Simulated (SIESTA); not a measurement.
**How far to go with the k-point mesh: TiCd (P4mm, 4 atoms in the cell)**

```yaml
crystal:
  lattice:
    - [2.90254, 0.00000, 0.00000]
    - [0.00000, 2.90254, 0.00000]
    - [0.00000, 0.00000, 9.05925]
  atoms:
    - { symbol: Ti, position: [0.00000, 0.50000, 0.39679] }
    - { symbol: Ti, position: [0.50000, 0.00000, 0.60873] }
    - { symbol: Cd, position: [0.00000, 0.50000, 0.86667] }
    - { symbol: Cd, position: [0.50000, 0.00000, 0.13333] }
```

Level of theory: GGA PBEsol, numerical atomic orbitals DZP, PseudoDojo PBEsol standard norm-conserving potentials (rewritten from UPF to PSML) (SIESTA 5.4.2).

Base settings: XC.functional = GGA; XC.authors = PBEsol; potentials = PseudoDojo PBEsol standard; PAO.BasisSize = DZP; PAO.EnergyShift = 0.01 Ry; MeshCutoff = 350 Ry; kgrid.MonkhorstPack = 5 5 2; OccupationFunction = FD; ElectronicTemperature = 0.1 eV; MaxSCFIterations = 150.

Only quantities that move along the ladder and can be compared are tabulated.

The starting cell comes from a database of computed structures (which also holds hypothetical and non-ambient phases and stackings), without a prior relaxation at this level. Its lattice was rescaled by up to half a per cent. One atom was moved a little off its site on purpose. Spin polarisation is off. Values carry the incompleteness of an atom-centred basis. In the base run, with a pressure of about -6 GPa the cell is away from its equilibrium volume at this level. Without a gap this mesh is coarse (it stands for a supercell whose shortest vector is 15 Å).

```csv
kgrid.MonkhorstPack,free energy less the last step's (meV/atom),pressure (GPa),largest difference of a force vector from the last step's (eV/Å)
2 2 1,57.77,-8.57,1.079
4 4 2,-28.86,-7.10,0.175
5 5 2,15.63,-6.47,0.056
7 7 2,-4.64,-6.76,0.058
8 8 3,5.39,-6.72,0.007
10 10 3,-0.53,-6.74,0.027
12 12 4,-1.19,-6.75,0.004
15 15 5,-0.52,-6.74,0.007
18 18 6,-0.18,-6.74,0.003
20 20 7,0.00,-6.74,0.000
```

Coarsest kgrid.MonkhorstPack that holds the pressure within 1 GPa of the last step, with all finer ones: 4 4 2; the step before is off by 1.8 GPa.

Coarsest kgrid.MonkhorstPack that holds the forces within 0.02 eV/Å of the last step, with all finer ones: 12 12 4; the step before is off by 0.027 eV/Å.

Coarsest kgrid.MonkhorstPack that holds the free energy within 5 meV/atom of the last step, with all finer ones: 10 10 3; the step before is off by 5.4 meV/atom.
